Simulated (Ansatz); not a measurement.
Consider a 24-atom supercell of Ge in the diamond structure (space group Fd-3m, No. 227; a = 5.6762 Å) at its relaxed geometry.

Level of theory: PBEsol (Ansatz, an electronic-structure program, PAW, no SOC).

Base values:

| Property | Result |
|---|---|
| Mean distance from the defect site to its nearest host atoms | 2.46 Å |

Modification: a neutral Os on a Ge site, atoms relaxed at fixed cell, starting from a slightly rattled geometry.

Question: Estimate the effect on the largest displacement of a host atom from its site in the perfect cell and mean distance from the defect site to its nearest host atoms.

Answer: The largest displacement of a host atom from its site in the perfect cell amounts to 0.08 Å; the mean distance from the defect site to its nearest host atoms decreases by 0.08 Å to 2.38 Å.

The cell is small, so the values are those of an ordered compound at a high defect concentration; dilute-limit values will differ. All final runs are without spin polarisation. The defect cell is not spin-polarised.
